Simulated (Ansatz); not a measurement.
S on the Si site + 1 H (silicon host)

Computed with PBE, PAW (plane waves to 420 eV; Ansatz, a program for electronic structure). A 2×2×2 supercell of 64 sites was used; the energies come from a 2×2×2 shifted sampling of its zone. Sites at the start: the Si site; H antibonding at the neighbour. Finite-size correction: monopole term and site-potential alignment. Dielectric constants: PBE linear response of the host. Host gap at this level: 0.61 eV. These values are not converged in cell size to better than tenths of an eV. PBE underestimates the host's gap, which shifts levels and can delocalise carriers. Spin–orbit coupling is left out. Each state is the lowest found from its start.

Formation energies E_f are given with the Fermi level at the valence-band maximum. Chemical conditions: impurity bounded by its compound with the host (Δμ(Si) = 0.00 eV, Δμ(H) = 0.00 eV, Δμ(S) = -1.03 eV, bounded by SiS2 (Ibam); H taken from its element, since no compound that bounds it was computed at this level; only phases computed here count, gases as isolated molecules at 0 K). Reference phases: H: H2 molecule in a box, S: S8 molecule in a box, Si: silicon.

| charge | moment (μB) | point group | largest move off a lattice site (Å) | image correction with alignment (eV) | E_f, impurity bounded by its compound with the host (eV) |
|---|---|---|---|---|---|
| +1 | not spin-polarised | C3v | 0.74 | 0.15 | 1.76 |
| 0† | fractional | – | 0.72 | 0.00 | 2.33 |
| −1† | not spin-polarised | – | 0.72 | 0.07 | – |

† Not settled in this cell, so no level is given: charge 0: fractional moment, a level filled in part, carriers not clearly localised, level within 0.1 eV of a band edge or past it; charge −1: carriers not clearly localised, level within 0.1 eV of a band edge or past it.

Point groups are those of the whole cell at tolerances of 0.03 and 0.1 Å ("near" where only the looser one holds); none is given for unsettled states.

Starting moments that weren't kept: charge 0 began with 1 μB and ended with 0.4.

No other site or start that was run ended lower by more than 0.1 eV.

Flagged in the runs: a doubtful potential alignment, a strain field that reaches the edge of the cell.
